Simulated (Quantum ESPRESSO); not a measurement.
A working Quantum ESPRESSO input for WS2 (P6_3/mmc, 6 atoms in the cell) (DFT, LDA (PW92), plane waves, PseudoDojo standard norm-conserving (LDA) pseudopotentials):

```fortran
&CONTROL
    calculation = 'scf'
    prefix = 'run'
    outdir = './out'
    pseudo_dir = './'
    tprnfor = .true.
    tstress = .true.
/
&SYSTEM
    ibrav = 4
    A = 3.16415896
    C = 12.89651700
    nat = 6
    ntyp = 2
    ecutwfc = 70
    occupations = 'fixed'
    nbnd = 34
/
&ELECTRONS
    conv_thr = 1.0d-9
    mixing_beta = 0.7
/
ATOMIC_SPECIES
W    183.8400  W.upf
S     32.0600  S.upf
ATOMIC_POSITIONS {crystal}
W     0.33333333    0.66666667    0.25000000
W     0.66666667    0.33333333    0.75000000
S     0.33333333    0.66666667    0.62980000
S     0.66666667    0.33333333    0.37020000
S     0.66666667    0.33333333    0.12980000
S     0.33333333    0.66666667    0.87020000
K_POINTS {automatic}
12 12 3  0 0 0
```

The run converged in 11 iterations: free energy E − TS -5341.1708 eV; top of the valence band (on the code's own zero) 10.54 eV; gap on the k-point mesh 1.14 eV; pressure -3.23 GPa; largest force (vector length) 0.023 eV/Å. Each of these slips is then made, one at a time:

(1)
```diff
-    conv_thr = 1.0d-9
+    conv_thr = 1.0d-2
```

(2)
```diff
-    nat = 6
+    nat = 7
```

**Question.** Predict the outcome of each change.

**Answer.** 
(1) A convergence threshold that is too loose. The run converged in 4 iterations without an error; against the sound input the free energy rises by 1.5 meV/atom, the pressure goes from -3.23 to -2.69 GPa, the largest force goes from 0.023 to 0.112 eV/Å and the gap on the mesh moves little (1.141 to 1.143 eV). The full log also holds: “SCF correction compared to forces is large: reduce conv_thr to get better values”.

(2) An atom count that does not match the list of atoms. The program stopped before any SCF iteration.
```
Error in routine read_cards (7):
wrong number of columns in ATOMIC_POSITIONS
```

The starting cell comes from a database of computed structures (which also holds hypothetical and non-ambient phases and stackings), without a prior relaxation at this level. Its lattice was rescaled by a random factor within 2.5 % of one. Spin-orbit coupling is off. In the base run, with a pressure of about -3 GPa the cell is away from its equilibrium volume at this level.

Left out of this page: 3 runs of the series outside the window shown, repeating another row's setting, or not comparable; 1 run of the series stopped by limits of time or memory.
